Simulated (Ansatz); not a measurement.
For HfGe (model structure, started from the CsCl type, Pm-3m, No. 221, 2 atoms in the cell), PBE-D3(BJ) (Ansatz, a program for electronic structure, plane waves, PAW) gives:

```
Item                                     Value
------------------------------  --------------
equilibrium lattice constant a         3.315 Å
enthalpy of formation           -0.336 eV/atom
```

Task: What does r²SCAN (Ansatz, plane waves, PAW) give for the same quantities?

Result: 
- lattice constant a: 3.333 Å (rises by 0.5 %)
- formation enthalpy: -0.236 eV/atom (moves by +0.100 eV/atom)

Changes are worked out from the printed values.

Unless a cell is named, each level is at its own relaxed cell (PBE-D3(BJ) 18.21, r²SCAN 18.51 Å³/atom).

Levels without +SOC leave out spin–orbit coupling, which shifts energies and cells of such heavy elements.

Ansatz's density-functional and Hartree–Fock values are scalar-relativistic unless marked +SOC, with PAW data made under PBE.

A model structure was made by putting elements into a prototype or built by hand; it is no filed structure, need not be a known phase, and can be a saddle point held by its symmetry.
